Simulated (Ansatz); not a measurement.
The reference is Si in the diamond structure (space group Fd-3m, No. 227; a = 5.4443 Å).

The values are results of r2SCAN (Ansatz, a quantum-chemistry and plane-wave program, PAW, no spin-orbit coupling), not measurements.

One change was made to it. Results:

```tsv
quantity	base	after
smallest direct gap	2.74 eV	2.79 eV
hole mass (degenerate bands, along [100])	0.17, 0.25, 0.25 mₑ (at Γ)	0.22, 0.22, 0.25 mₑ (at Γ)
width of the top valence band	4.00 eV	4.98 eV
```

Question: Which change produced these results?
(A) pressure −2 GPa
(B) pressure −1 GPa
(C) pressure 30 GPa
(D) pressure 9 GPa

Answer: C, pressure 30 GPa. For comparison, the hole mass in the other runs: pressure −2 GPa gives 0.16, 0.26, 0.26 mₑ (at Γ); pressure −1 GPa gives 0.17, 0.25, 0.25 mₑ (at Γ); pressure 9 GPa gives 0.20, 0.24, 0.24 mₑ (at Γ).

Load acts through the strain it causes; cell and atoms are relaxed under it. Masses are band curvatures over ±0.01 Å⁻¹ around the edge. No phonon test of stability was made. Measured, Si leaves this structure (for the β-tin structure) near 12 GPa (room temperature; as listed in arXiv:1906.07825).
